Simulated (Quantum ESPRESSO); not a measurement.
The steps of a band-structure calculation for TiSe (P6_3/mmc, 4 atoms in the cell) with Quantum ESPRESSO.

Computed with LDA (PZ), GBRV 1.5 ultrasoft (LDA) pseudopotentials (plane waves; Quantum ESPRESSO).

Step 1 (scf):

```fortran
&control
  calculation = 'scf',
  outdir = './out',
  pseudo_dir = './',
  verbosity = 'high',
  tprnfor = .true.,
  tstress = .true.,
/
&system
  ibrav = 0,
  nat = 4,
  ntyp = 2,
  ecutwfc = 50,
  ecutrho = 400,
  occupations = 'smearing',
  smearing = 'marzari-vanderbilt',
  degauss = 0.0036749,
/
&electrons
  conv_thr = 1.0d-10,
  mixing_beta = 0.5,
/
ATOMIC_SPECIES
Ti    47.8670  ti_lda_v1.4.uspp.F.UPF
Se    78.9710  se_lda_v1.uspp.F.UPF
ATOMIC_POSITIONS crystal
Ti    0.0000000000    0.0000000000    0.0000000000
Ti    0.0000000000    0.0000000000    0.5000000000
Se    0.3333333333    0.6666666667    0.2500000000
Se    0.6666666667    0.3333333333    0.7500000000
K_POINTS automatic
5 5 3  0 0 0
CELL_PARAMETERS angstrom
   3.4291397961     0.0000000000     0.0000000000
  -1.7145698981     2.9697221766     0.0000000000
   0.0000000000     0.0000000000     6.7651400000
```

Step 2 (bands):

```fortran
&control
  calculation = 'bands',
  outdir = './out',
  pseudo_dir = './',
  verbosity = 'high',
/
&system
  ibrav = 0,
  nat = 4,
  ntyp = 2,
  ecutwfc = 50,
  ecutrho = 400,
  occupations = 'smearing',
  smearing = 'marzari-vanderbilt',
  degauss = 0.0036749,
  nbnd = 26,
/
&electrons
  conv_thr = 1.0d-10,
  startingwfc = 'random',
  diago_thr_init = 1.0d-6,
  diagonalization = 'cg',
/
ATOMIC_SPECIES
Ti    47.8670  ti_lda_v1.4.uspp.F.UPF
Se    78.9710  se_lda_v1.uspp.F.UPF
ATOMIC_POSITIONS crystal
Ti    0.0000000000    0.0000000000    0.0000000000
Ti    0.0000000000    0.0000000000    0.5000000000
Se    0.3333333333    0.6666666667    0.2500000000
Se    0.6666666667    0.3333333333    0.7500000000
K_POINTS crystal_b
12
  0.00000000   0.00000000   0.00000000  11  ! G
  0.50000000   0.00000000   0.00000000   6  ! M
  0.33333333   0.33333333   0.00000000  12  ! K
  0.00000000   0.00000000   0.00000000   5  ! G
  0.00000000   0.00000000   0.50000000  11  ! A
  0.50000000   0.00000000   0.50000000   6  ! L
  0.33333333   0.33333333   0.50000000  12  ! H
  0.00000000   0.00000000   0.50000000   1  ! A
  0.50000000   0.00000000   0.50000000   5  ! L
  0.50000000   0.00000000   0.00000000   1  ! M
  0.33333333   0.33333333   0.00000000   5  ! K
  0.33333333   0.33333333   0.50000000   1  ! H
CELL_PARAMETERS angstrom
   3.4291397961     0.0000000000     0.0000000000
  -1.7145698981     2.9697221766     0.0000000000
   0.0000000000     0.0000000000     6.7651400000
```

Step 3 (bands.x):

```fortran
&bands
  outdir = './out',
  filband = 'bands.dat',
  lsym = .false.,
/
```

Output of bands (abridged):

```
     Atomic positions and unit cell read from directory:
     ./out/pwscf.save/

     Message from routine setup:
     using ibrav=0 with symmetry is DISCOURAGED, use correct ibrav instead
     G-vector sticks info
     --------------------
     sticks:   dense  smooth     PW     G-vecs:    dense   smooth      PW
     Sum        1159     583    169                62835    22239    3619

     bravais-lattice index     =            0
   [... lines left out ...]
     unit-cell volume          =     464.9159 (a.u.)^3
   [... lines left out ...]
        k(    2) = (   0.0454545   0.0262432   0.0000000), wk =   0.0263158
        k(    3) = (   0.0909091   0.0524864   0.0000000), wk =   0.0263158
   [... 73 lines left out ...]

     Dense  grid:    62835 G-vectors     FFT dimensions: (  45,  45,  90)

     Smooth grid:    22239 G-vectors     FFT dimensions: (  30,  30,  60)

     The potential is recalculated from file :
     ./out/pwscf.save/charge-density

     negative rho (up, down):  6.173E-04 0.000E+00

     Band Structure Calculation
     CG style diagonalization

     ethr =  1.00E-06,  avg # of iterations = 27.6

     End of band structure calculation

          k = 0.0000 0.0000 0.0000 (  2783 PWs)   bands (ev):

   -44.3600 -44.3520 -21.0627 -20.9423 -20.8921 -20.8921 -20.8818 -20.8818
    -3.2400  -2.1817   4.9552   9.1580   9.1580   9.5001  10.4836  11.4604
    11.4604  12.1857  12.1857  12.4077  12.4077  13.4624  13.4624  13.8195
    15.7608  16.1416

          k = 0.0455 0.0262 0.0000 (  2783 PWs)   bands (ev):

   -44.3597 -44.3518 -21.0619 -20.9419 -20.8948 -20.8927 -20.8842 -20.8823
    -3.2144  -2.1707   4.9903   9.0885   9.1549   9.4371  10.4684  11.1967
    11.3138  12.2099  12.2364  12.5050  12.5572  13.4569  13.4762  13.8256
    15.8855  15.9715

   [... 74 blocks of this kind left out ...]
```

Output of bands.x (abridged):

```
     Reading xml data from directory:

     ./out/pwscf.save/

     G-vector sticks info
     --------------------
     sticks:   dense  smooth     PW     G-vecs:    dense   smooth      PW
     Sum        1159     583    169                62835    22239    3619

     negative rho (up, down):  6.173E-04 0.000E+00
     Reading collected, re-writing distributed wavefunctions
     high-symmetry point:  0.0000 0.0000 0.0000   x coordinate   0.0000
     high-symmetry point:  0.5000 0.2887 0.0000   x coordinate   0.5774
     high-symmetry point:  0.3333 0.5774 0.0000   x coordinate   0.9107
     high-symmetry point:  0.0000 0.0000 0.0000   x coordinate   1.5774
     high-symmetry point:  0.0000 0.0000 0.2534   x coordinate   1.8308
     high-symmetry point:  0.5000 0.2887 0.2534   x coordinate   2.4081
     high-symmetry point:  0.3333 0.5774 0.2534   x coordinate   2.7415
     high-symmetry point:  0.0000 0.0000 0.2534   x coordinate   3.4081
     high-symmetry point:  0.5000 0.2887 0.2534   x coordinate   3.4081
     high-symmetry point:  0.5000 0.2887 0.0000   x coordinate   3.6616
     high-symmetry point:  0.3333 0.5774 0.0000   x coordinate   3.6616
     high-symmetry point:  0.3333 0.5774 0.2534   x coordinate   3.9150

     Plottable bands (eV) written to file bands.dat.gnu
     Bands written to file bands.dat

   JOB DONE.
```

The starting cell comes from a database of computed structures (which also holds hypothetical and non-ambient phases and stackings), without a prior relaxation at this level. Spin polarisation is off, so a magnetic state, if there is one, cannot be reached.
